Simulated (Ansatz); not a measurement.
The parent structure is Os in the diamond structure (space group Fd-3m, No. 227; a = 5.5012 Å; a hypothetical phase, not in the database extracts checked).

The change: a hydrostatic pressure of 0.7 GPa.

Levels (all Ansatz, a first-principles code, PAW): PBEsol (420 eV, without spin-orbit coupling); PBEsol+SOC (420 eV, noncollinear with spin-orbit coupling).

The geometry is relaxed with PBEsol.

PBEsol pressure: 0.7 GPa

With PBEsol+SOC at the same geometry, the pressure goes up by 0.4 GPa to 1.1 GPa.

Single points use the geometry relaxed with PBEsol. Differences between runs with and without spin-orbit coupling are approximate. Load acts through the strain it causes; cell and atoms are relaxed under it. Whether these cells are dynamically stable was not tested. The runs without spin-orbit coupling are not spin-polarised.
